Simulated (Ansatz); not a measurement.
Consider GaN in the zinc blende structure (space group F-43m, No. 216; a = 4.498 Å).

Level of theory: plane-wave PAW DFT at the PBEsol level (Ansatz, a first-principles code, 420 eV), no SOC.

Before the change:

```
Quantity               Result
-------------  --------------
Pressure             0.0 kbar
Electron mass  0.15 mₑ (at Γ)
Band gap              1.70 eV
```

Now apply this change: the cell is scaled by 1.0300 in all directions; the atoms relax in the strained cell.

Task: Estimate the effect on the pressure.

Result: The pressure goes from zero to -137.2 kbar.

Task: Estimate the effect on the electron mass.

Result: The electron mass becomes 0.11 mₑ (at Γ) (base: 0.15 mₑ (at Γ)).

Task: How does this affect the band gap?

Result: The band gap shrinks by 0.56 eV, from 1.70 eV to 1.14 eV.

Masses are band curvatures over ±0.01 Å⁻¹ around the edge. Whether these cells are dynamically stable was not tested. This is not the structure that GaN has at room temperature and ambient pressure.
